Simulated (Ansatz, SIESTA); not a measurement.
Code comparison for Y2NiRu3 (P1, 6 atoms in the cell)

Self-consistent single point, at a second geometry (atoms moved at random). First geometry:

```
CELL_PARAMETERS angstrom
      2.56956     1.48354     4.27125
     -2.56956     1.48354     4.27125
      0.00000    -2.96707     4.27125
ATOMIC_POSITIONS crystal
  Y  0.12304 0.12304 0.12304
  Y  0.87696 0.87696 0.87696
  Ni 0.50000 0.50000 0.50000
  Ru 0.00000 0.50000 0.50000
  Ru 0.50000 0.00000 0.50000
  Ru 0.50000 0.50000 0.00000
```

Second geometry:
```
CELL_PARAMETERS angstrom
      2.56956     1.48354     4.27125
     -2.56956     1.48354     4.27125
      0.00000    -2.96707     4.27125
ATOMIC_POSITIONS crystal
  Y  0.11882 0.12337 0.12779
  Y  0.87911 0.87142 0.86902
  Ni 0.49568 0.52297 0.49673
  Ru 0.99739 0.49502 0.49360
  Ru 0.51076 0.00017 0.49181
  Ru 0.49824 0.48705 0.02105
```

Shared settings, as Ansatz (a program for electronic structure) writes them: kpoints.mp_grid.grid = 5 5 5; scf.occupations.method = fermi_dirac; scf.occupations.width = 0.136 eV. Potentials and cutoffs stand in the table.

```csv
code,model,ΔF from the first geometry (meV/atom),pressure (GPa),largest force (eV/Å),cutoff
SIESTA,"GGA PBEsol, numerical atomic orbitals DZP, PseudoDojo PBEsol standard norm-conserving potentials (rewritten from UPF to PSML)",24.6,4.43,1.507,grid 350 Ry
Ansatz,"PBEsol, PAW files made with PBE",20.5,4.52,1.127,default
```

Size of the force on each atom (eV/Å): Sizes of forces hide their directions.

```json
[
 {"code": "SIESTA", "Y1": "0.566", "Y2": "0.280", "Ni3": "0.691", "Ru4": "0.877", "Ru5": "0.930", "Ru6": "1.507"},
 {"code": "Ansatz", "Y1": "0.485", "Y2": "0.265", "Ni3": "0.631", "Ru4": "0.759", "Ru5": "0.670", "Ru6": "1.127"}
]
```

On Ansatz's run: spin polarisation is off.

The spread over the programs that give each value: ΔF from the first geometry within 4.1 meV/atom; pressure within 0.09 GPa; largest force within 0.380 eV/Å.

SIESTA uses small atom-centred bases, whose incompleteness enters pressures, forces and empty levels differently from a plane-wave cutoff. Ansatz's pressure is given at a fixed set of plane waves, as the other plane-wave codes print theirs; with its correction for the finite basis it is 4.62 GPa.

The starting cell comes from a database of computed structures (which also holds hypothetical and non-ambient phases and stackings), without a prior relaxation at this level. Its lattice was rescaled by a random factor within 2.5 % of one. For this run, on top of that: atoms moved at random.

Keys are those of Ansatz 0.2.
